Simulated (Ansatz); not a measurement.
Start from ZnS in the zinc blende structure (space group F-43m, No. 216; a = 5.3567 Å).

The change: a negative pressure, −2 GPa.

Levels (all Ansatz, a quantum-chemistry and plane-wave program, PAW): PBEsol (420 eV, no spin-orbit coupling); r2SCAN (500 eV, no spin-orbit coupling); HSE06 (420 eV, without spin-orbit coupling).

One geometry, relaxed with PBEsol, under each level:

Notes on the quantities. hole mass: degenerate bands, along [100].

| level | band gap | lowest conduction level above the VBM at special points | electron mass | hole mass | pressure |
|---|---|---|---|---|---|
| PBEsol | 1.97 eV | Γ 1.97 eV; L 3.19 eV; X 3.23 eV; K 3.98 eV | 0.16 mₑ (at Γ) | 0.18, 0.68, 0.68 mₑ (at Γ) | -1.99 GPa |
| r2SCAN | … | … | … | … | … |
| HSE06 | 3.33 eV | Γ 3.33 eV; L 4.56 eV; X 4.38 eV | – | – | – |

Give the withheld r2SCAN results.


- r2SCAN, band gap: 2.66 eV
- r2SCAN, lowest conduction level above the VBM at special points: Γ 2.66 eV; L 3.81 eV; X 3.72 eV; K 4.50 eV
- r2SCAN, electron mass: 0.19 mₑ (at Γ)
- r2SCAN, hole mass: 0.21, 0.69, 0.69 mₑ (at Γ)
- r2SCAN, pressure: -0.66 GPa

Single points use the geometry relaxed with PBEsol. Their cutoffs differ, which shifts pressures a little. Load acts through the strain it causes; cell and atoms are relaxed under it. Effective masses come from finite differences of ±0.01 Å⁻¹. Whether these cells are dynamically stable was not tested.
